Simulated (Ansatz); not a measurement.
Consider a 32-atom cell of (Ru,Rh) started in the hexagonal close-packed structure, site fractions Ru 0.250, Rh 0.750, short-range order 0.00 among the nearest mixed sites of the first mixed sublattice (0 is random, a negative value favours unlike neighbours), space group P1 at the end. Its start:

```
CELL_PARAMETERS angstrom
      1.36784    -7.11003    -4.36605
     -1.36743     7.11043    -4.36657
      6.83929     2.37013     4.36588
ATOMIC_POSITIONS crystal
  Rh 0.53983 0.37423 0.16563
  Rh 0.29524 0.50044 0.04143
  Rh 0.79100 0.99871 0.04119
  Rh 0.29003 0.99932 0.54165
  Rh 0.54060 0.62378 0.41382
  Rh 0.04119 0.12413 0.41654
  Rh 0.29102 0.75123 0.29302
  Rh 0.79438 0.25230 0.29446
  Ru 0.03999 0.87748 0.16583
  Rh 0.54349 0.12583 0.91649
  Rh 0.29031 0.24921 0.79073
  Ru 0.53614 0.86611 0.66574
  Rh 0.04632 0.37859 0.66768
  Rh 0.79242 0.50151 0.54376
  Rh 0.04002 0.62491 0.91759
  Ru 0.79084 0.75193 0.79013
  Rh 0.45596 0.12503 0.33195
  Ru 0.20489 0.24619 0.20797
  Ru 0.71381 0.75178 0.20814
  Rh 0.20946 0.75070 0.70864
  Rh 0.45778 0.37705 0.58274
  Ru 0.95294 0.87194 0.58152
  Ru 0.21324 0.50295 0.46061
  Rh 0.70873 0.99893 0.46011
  Rh 0.95777 0.62654 0.33372
  Rh 0.45984 0.87408 0.08399
  Rh 0.20473 0.99842 0.95709
  Ru 0.46303 0.62824 0.83262
  Rh 0.95641 0.12336 0.83243
  Rh 0.70716 0.24577 0.70792
  Rh 0.96291 0.37630 0.08698
  Rh 0.70852 0.50302 0.95790
```

Calculation: PBE (plane waves to 420 eV, PAW; Ansatz, a first-principles code). Scalar-relativistic, without spin–orbit coupling; the runs are not spin-polarised. Its k-point mesh 5×5×5, Fermi–Dirac width 0.05 eV.

Q: Predict the alloy's volume and bond lengths.

A: 
- volume per atom = 14.00 Å³
- Rh–Rh bonds (within 1.22 times the sum of covalent radii) = 2.714 Å on average, from 2.660 to 2.774 (108)
- Rh–Ru bonds (within 1.22 times the sum of covalent radii) = 2.696 Å on average, from 2.642 to 2.753 (72)
- Ru–Ru bonds (within 1.22 times the sum of covalent radii) = 2.687 Å on average, from 2.633 to 2.748 (12)
